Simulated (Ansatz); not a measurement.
```
CELL_PARAMETERS angstrom
     -2.55042     2.55042     4.99142
      2.55042    -2.55042     4.99142
      2.55042     2.55042    -4.99142
ATOMIC_POSITIONS crystal
  Zn 0.00000 0.00000 0.00000
  Zn 0.75000 0.25000 0.50000
  Si 0.50000 0.50000 0.00000
  Si 0.25000 0.75000 0.50000
  P  0.87500 0.86508 0.49008
  P  0.13492 0.62500 0.00992
  P  0.37500 0.38492 0.50992
  P  0.61508 0.12500 0.99008
```

No spin polarisation.

Calculations: LDA (Ansatz, a quantum-chemistry and plane-wave program; PAW; 420 eV plane waves; without spin-orbit coupling). Γ-centred 9×9×9 mesh, Fermi–Dirac width 0.05 eV.

Predict the band gap.

0.82 eV.

Predict the valence-band top at Γ (three highest levels, from the VBM).

0.00, -0.12, -0.12 eV.

What is the computed electron mass?

1.3 mₑ along c, 0.23 mₑ across (at Γ).

Load acts through the strain it causes; cell and atoms are relaxed under it. Effective masses come from finite differences of ±0.01 Å⁻¹. Stability against distortions was not tested. No other phases were tried under pressure. The cell was made from ZnSiP2 in the chalcopyrite structure (space group I-42d, No. 122) by this change: pressure 15 GPa.
